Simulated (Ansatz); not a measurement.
Input:

```
CELL_PARAMETERS angstrom
      4.06865     0.00000     0.00000
      0.00000     4.06865     0.00000
      0.00000     0.00000     4.06865
ATOMIC_POSITIONS crystal
  Cs 0.00000 0.00000 0.00000
  Cl 0.50000 0.50000 0.50000
```

All values below come from PBEsol, rigid bands (plane waves, PAW, scalar-relativistic; Ansatz, a program for electronic structure). How the cell was made: cell and atoms relaxed with PBEsol.

Q: What conductivity effective mass do dilute holes have at 300 K?

A: 3.1 mₑ.

Q: Predict the electron conductivity mass (n e² τ/σ) at 300 K, by direction if it differs.

A: 0.57 mₑ.

Q: And the band gap?

A: 5.23 eV at this level; semilocal functionals usually fall short of the measured gap.

Rigid bands, one relaxation time for all states, no polarons. Spin-orbit coupling is left out; where it splits the top of the valence band it changes the hole mass and lowers the gap by about a third of the splitting.
